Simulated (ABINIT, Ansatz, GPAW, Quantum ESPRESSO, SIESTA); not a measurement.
# One structure in several programs: Pd (Fm-3m, 1 atom in the cell)

Self-consistent single point.

```
Pd
1.0
    0.00000     1.92983     1.92983
    1.92983     0.00000     1.92983
    1.92983     1.92983     0.00000
Pd
1
Cartesian
  0.00000   0.00000   0.00000
```

Shared settings, as Ansatz (a program for electronic structure) writes them: kpoints.mp_grid.grid = 6 6 6; scf.occupations.method = gaussian; scf.occupations.width = 0.01 Ry. Potentials and cutoffs stand in the table.

| code | model | pressure (GPa) | cutoff |
|---|---|---|---|
| Ansatz | PBE, default PAW files | 11.45 | 30.9 Ry |
| Quantum ESPRESSO | PBE, SSSP 1.1.2 efficiency (PBE) pseudopotentials | 11.37 | 60 Ry |
| ABINIT | PBE, PAW (JTH v2.0 PBE PAW) | 10.99 | 24 Ha |
| GPAW | PBE, GPAW PAW datasets PBE (gpaw-data 1.0.1) | 11.53 | 600 eV |
| SIESTA | GGA PBE, numerical atomic orbitals TZP, PseudoDojo PBE standard norm-conserving potentials (rewritten from UPF to PSML) | 12.87 | grid 400 Ry |

On Ansatz's run: spin polarisation is off.

The spread over the programs that give each value: pressure within 1.88 GPa.

SIESTA uses small atom-centred bases, whose incompleteness enters pressures, forces and empty levels differently from a plane-wave cutoff. Ansatz's pressure is given at a fixed set of plane waves, as the other plane-wave codes print theirs; with its correction for the finite basis it is 11.52 GPa. In the pressure, SIESTA (by 1.46) lies more than 1 GPa from the median of the plane-wave programs.

On the base mesh (15 15 15) the same programs gave: Ansatz pressure 12.63 GPa; Quantum ESPRESSO pressure 12.52 GPa; ABINIT pressure 12.14 GPa; GPAW pressure 12.70 GPa; SIESTA pressure 13.95 GPa.

The values differ from the base mesh's, so the mesh still matters here: the table compares the programs at equal settings.

The starting cell has typed, rounded lattice constants, without a prior relaxation at this level. Its lattice was rescaled by a random factor within 2.5 % of one.

Left out of this page: CP2K (on another mesh); Elk and FLEUR (not drawn, or without a comparable value).

Keys are those of Ansatz 0.2.
